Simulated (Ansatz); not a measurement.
System: interstitial O in zinc-blende GaN (neutral cell). Calculation: PBE, PAW (plane waves to 420 eV; Ansatz, an electronic-structure program).

Cell of 64 host sites held at the relaxed PBE lattice; one k-point at (0.250, 0.250, 0.250); Fermi-Dirac width 0.01 eV, spin-restricted; finite-size errors left in. No zero-point or tunnelling terms. The host's phase is taken as given; its stability against other phases was not computed. The charge state is imposed; whether it is stable for some Fermi level was not computed. Sites that were not tried may lie lower.

Barriers: single points on a 2×2×2 k-point mesh shifted by half a step at the bands' geometries (they differ from the bands' own by up to 0.06 eV, and are uncertain by about as much).

The step: a concerted move, in which N travels most (a rearrangement that moves the defect's centre by under 1 Å). Atoms about the jump, Cartesian Å from the middle of the jump, before and after:

```csv
atom,x0,y0,z0,x1,y1,z1
N1,0.31,0.00,-0.31,-0.31,0.00,0.31
O2,0.12,-1.08,0.68,0.68,-1.08,0.12
Ga3,-1.16,0.87,-1.19,-1.19,0.87,-1.16
Ga4,1.25,0.92,1.14,1.14,0.92,1.25
Ga5,1.25,-1.46,-1.24,1.40,-1.73,-1.39
Ga6,-1.39,-1.73,1.40,-1.24,-1.46,1.25
N7,-2.27,1.94,0.01,-2.29,1.97,0.03
N8,0.03,1.97,-2.29,0.01,1.94,-2.27
N9,0.02,1.94,2.27,-0.02,2.03,2.36
N10,2.36,2.03,-0.02,2.27,1.94,0.02
N11,2.29,-0.31,2.28,2.28,-0.31,2.29
N12,-2.28,-0.33,-2.27,-2.27,-0.33,-2.28
N13,-2.33,-0.33,2.33,-2.34,-0.30,2.36
N14,2.36,-0.30,-2.34,2.33,-0.33,-2.33
Ga15,-1.13,3.08,1.14,-1.14,3.11,1.16
Ga16,1.16,3.11,-1.14,1.14,3.08,-1.13
```

Where do these atoms stand at the saddle point, and how high is it?


```
atom      x      y      z
----  -----  -----  -----
N1     0.02   0.23   0.01
O2     0.07  -1.21   0.06
Ga3   -1.19   0.95  -1.20
Ga4    1.23   0.97   1.22
Ga5    1.30  -1.67  -1.27
Ga6   -1.26  -1.67   1.30
N7    -2.30   2.02   0.01
N8     0.02   2.02  -2.31
N9     0.02   2.03   2.34
N10    2.35   2.03   0.01
N11    2.28  -0.31   2.27
N12   -2.25  -0.32  -2.26
N13   -2.25  -0.33   2.28
N14    2.29  -0.33  -2.25
Ga15  -1.12   3.11   1.16
Ga16   1.16   3.11  -1.13
```
It lies 0.29 eV above the start and 0.29 eV above the end. The saddle point's order was not checked, and it lies on a symmetry element of the cell, where a band can be held.
